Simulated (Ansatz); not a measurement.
System: fluorite PbF2 (high-temperature phase). Method: PBEsol+SOC (PAW; Ansatz, an electronic-structure program).

Settings: plane-wave cutoff 520 eV, 10×10×10 k mesh, Fermi–Dirac smearing 0.01 eV, PAW data made under PBE.

The cell has the measured lattice: a = 5.9306 Å, b = 5.9306 Å, c = 5.9306 Å, α = 90.00°, β = 90.00°, γ = 90.00°.

Problem. Give the computed band gap, smallest direct gap on the k points sampled and direct gap at Γ.

Solution. 
* **band gap**: 3.94 eV (indirect)
* **smallest direct gap on the k points sampled**: 4.08 eV
* **direct gap at Γ**: 6.89 eV

Note: cell and atoms aren't relaxed at this level (pressure -1.3 GPa).

Static lattice: no zero-point or thermal effects.

Cost on a shared machine: roughly 40 core-seconds.
